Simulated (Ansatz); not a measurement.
Here is the system:

End structure of the (311) surface of germanium in its 1x1 cell, relaxed from an ideal cut (the real face may reconstruct), outermost plane spacing 1.30 Å in the ideal cut, from a spin-polarised start:

```yaml
crystal:
  lattice:
    - [4.07294, 0.00000, 0.00000]
    - [-2.03647, 6.75420, 0.00000]
    - [0.00000, 0.00000, 28.00000]
  atoms:
    - { symbol: Ge, position: [0.12828, 0.25451, 0.30839] }
    - { symbol: Ge, position: [0.72983, 0.45733, 0.33311] }
    - { symbol: Ge, position: [0.92753, 0.85573, 0.34967] }
    - { symbol: Ge, position: [0.45161, 0.90433, 0.39974] }
    - { symbol: Ge, position: [0.63632, 0.27334, 0.41369] }
    - { symbol: Ge, position: [0.18103, 0.36293, 0.46106] }
    - { symbol: Ge, position: [0.36279, 0.72560, 0.47700] }
    - { symbol: Ge, position: [0.90994, 0.81985, 0.52300] }
    - { symbol: Ge, position: [0.09170, 0.18252, 0.53894] }
    - { symbol: Ge, position: [0.63641, 0.27212, 0.58631] }
    - { symbol: Ge, position: [0.82112, 0.64113, 0.60026] }
    - { symbol: Ge, position: [0.34520, 0.68972, 0.65034] }
    - { symbol: Ge, position: [0.54289, 0.08812, 0.66689] }
    - { symbol: Ge, position: [0.14445, 0.29094, 0.69161] }
```

Model: 14-atom slab, 11.7 Å thick at the start, 7x4x1 mesh, Fermi-Dirac 0.025 eV, dipole correction, all atoms relaxed; held to the part of the start's symmetry that mesh and held atoms allow; spin-polarised from one start with parallel moments (other orders not tried), no spin-orbit, no U. The slab shows no gap over 0.04 eV on its mesh. The starting moment vanished.

### Question
What is the computed work function of the top face (PBE (Ansatz, a quantum-chemistry and plane-wave program))?

### Answer
4.27 eV

### Question
What is the computed surface energy (mean of both faces) (PBE)?

### Answer
1.06 J/m²
